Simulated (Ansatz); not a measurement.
```
CELL_PARAMETERS angstrom
      3.61102     0.00000     0.00000
     -1.80551     3.12723     0.00000
      0.00000     0.00000    18.79264
ATOMIC_POSITIONS crystal
  Pt 0.00000 0.00000 0.50000
  S  0.33333 0.66667 0.56431
  S  0.66667 0.33333 0.43569
```

The numbers are results of PBE with spin-orbit coupling, rigid bands (plane waves, PAW; Ansatz, a first-principles code), not measurements. Condition of this run: biaxial strain +1 % with spin-orbit coupling. Cell: cell and atoms relaxed with PBE, then loaded as said.

Q: Predict the hole conductivity mass (n e² τ/σ) at 300 K, by direction if it differs.

A: 1.55 mₑ.

Q: Predict the electron conductivity mass (n e² τ/σ) at 300 K, by direction if it differs.

A: 0.45 mₑ.

Q: And the band gap?

A: 1.67 eV at this level; semilocal functionals usually fall short of the measured gap.

Rigid bands, one relaxation time for all states, no polarons.

Model free-standing layer, not matched to a measured one here: monolayer PtS2.
